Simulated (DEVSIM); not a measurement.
Device: Ti/SiO2/n-Ge capacitor, at 300 K.

Layer 1 from the left is SiO2, thickness (nm) 21.0. Layer 2 from the left is Ge, thickness (nm) 460, Nd (cm⁻³) 1.7e18.

Metal gate on the left, work function 4.33 eV. Fixed charge at the semiconductor interface 1.5e12 cm⁻² (in units of +e); interface traps 1e10 cm⁻² eV⁻¹, uniform in energy, neutral level at 0.5 of the gap above the valence band.

The device is made up for the run: typed textbook-type constants, with dimensions and the other settings drawn at random. Values at 300 K.

SiO2: gap (eV) 9, affinity (eV) 0.9, permittivity 3.9. Ge: gap (eV) 0.664, affinity (eV) 4, permittivity 16, Nc (cm⁻³) 1.04e19, Nv (cm⁻³) 6e18.

DEVSIM, 1D Poisson equation in equilibrium, Boltzmann statistics, complete ionisation; no quantum confinement or tunnelling. Metal contacts follow the ideal Schottky-Mott rule: no Fermi-level pinning, no interface dipoles.

Problem. What does the simulation give for the minimum of the low-frequency capacitance, the flat-band voltage?

Solution. minimum of the low-frequency capacitance 0.133 μF/cm²; flat-band voltage -1.18 V.
